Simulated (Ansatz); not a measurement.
# A constructed model of the (100) surface of 3C silicon carbide, Si-terminated, top plane replaced by Sn dimers, 2x1 (bottom of the slab: dihydride, held)

These are PBE (plane waves to 420 eV, PAW; Ansatz, a program for electronic structure) values and carry that method's errors.

Slab: 20 atoms, 9.1 Å thick at the start with caps and adatoms (thin: gaps and levels are the slab's own); k 5x9x1, smearing 0.025 eV, dipole-corrected; 8 atoms held, the rest relaxed; start symmetry kept, larger cells not searched; no spin (no spin-polarised run to compare, though such a face may carry moments), no spin-orbit, no U. The slab shows no gap on its mesh. It is one candidate, not shown to be the stable structure of the face.

| Property | Result |
|---|---|
| work function of the top face | 4.69 eV |
| energy released by relaxation | 0.65 eV |
| cost | very roughly 4 core-minutes |
